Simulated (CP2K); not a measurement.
## Converging shifted k-point meshes: Al (Fm-3m, 1 atom in the cell)

```
Al
1.0
    2.87237     0.00000     0.00000
    1.43619     2.48755     0.00000
    1.43619     0.82918     2.34528
Al
1
Direct
  0.00000   0.00000   0.00000
```

Computed with PBEsol, GPW, DZVP-MOLOPT-SR-GTH basis, GTH-PBE potentials (GTH_POTENTIALS) (CP2K).

Base settings: CUTOFF = 400 Ry; REL_CUTOFF = 50 Ry; SMEAR/METHOD = GAUSSIAN; SIGMA = 0.1 eV; KPOINTS/SCHEME = MONKHORST-PACK 6 6 6; GAMMA_CENTERED = T; XC_FUNCTIONAL = PBE:PBESOL; Al/BASIS_SET = DZVP-MOLOPT-SR-GTH-q3; Al/POTENTIAL = GTH-PBE-q3; METHOD = GPW.

In this ladder: GAMMA_CENTERED = default.

Only quantities that move along the ladder and can be compared are tabulated.

The starting cell has typed, rounded lattice constants, without a prior relaxation at this level. Its lattice was rescaled by up to half a per cent. Values carry the incompleteness of an atom-centred basis. The potentials were made for another functional than the one used. Without a gap this mesh is coarse (it stands for a supercell whose shortest vector is 17 Å).

Steps (KPOINTS/SCHEME): MONKHORST-PACK 2 2 2; MACDONALD 3 3 3 0.1666666667 0.1666666667 0.1666666667; MONKHORST-PACK 4 4 4; MACDONALD 5 5 5 0.1 0.1 0.1; MONKHORST-PACK 6 6 6; MACDONALD 7 7 7 0.07142857143 0.07142857143 0.07142857143; MONKHORST-PACK 8 8 8; MACDONALD 9 9 9 0.05555555556 0.05555555556 0.05555555556; MONKHORST-PACK 10 10 10; MACDONALD 11 11 11 0.04545454545 0.04545454545 0.04545454545; MONKHORST-PACK 12 12 12; MACDONALD 13 13 13 0.03846153846 0.03846153846 0.03846153846; MACDONALD 15 15 15 0.03333333333 0.03333333333 0.03333333333; MONKHORST-PACK 16 16 16; MONKHORST-PACK 18 18 18; MONKHORST-PACK 20 20 20.

What is the coarsest KPOINTS/SCHEME that holds the pressure within 1 GPa of the last step, with all finer ones?

MACDONALD 3 3 3 0.1666666667 0.1666666667 0.1666666667; the step before is off by 2.2 GPa.

What is the coarsest KPOINTS/SCHEME that holds the free energy within 1 meV/atom of the last step, with all finer ones?

MONKHORST-PACK 18 18 18; the step before is off by 1.2 meV/atom.

```tsv
KPOINTS/SCHEME	free energy less the last step's (meV/atom)	pressure (GPa)
MONKHORST-PACK 2 2 2	191.05	0.65
MACDONALD 3 3 3 0.1666666667 0.1666666667 0.1666666667	-115.17	-1.73
MONKHORST-PACK 4 4 4	49.82	-1.24
MACDONALD 5 5 5 0.1 0.1 0.1	41.93	-1.77
MONKHORST-PACK 6 6 6	8.76	-1.58
MACDONALD 7 7 7 0.07142857143 0.07142857143 0.07142857143	15.72	-2.07
MONKHORST-PACK 8 8 8	-3.02	-1.77
MACDONALD 9 9 9 0.05555555556 0.05555555556 0.05555555556	1.53	-1.63
MONKHORST-PACK 10 10 10	-1.86	-1.64
MACDONALD 11 11 11 0.04545454545 0.04545454545 0.04545454545	-3.46	-1.54
MONKHORST-PACK 12 12 12	2.05	-1.54
MACDONALD 13 13 13 0.03846153846 0.03846153846 0.03846153846	0.45	-1.49
MACDONALD 15 15 15 0.03333333333 0.03333333333 0.03333333333	1.66	-1.47
MONKHORST-PACK 16 16 16	1.23	-1.49
MONKHORST-PACK 18 18 18	-0.01	-1.54
MONKHORST-PACK 20 20 20	0.00	-1.57
```
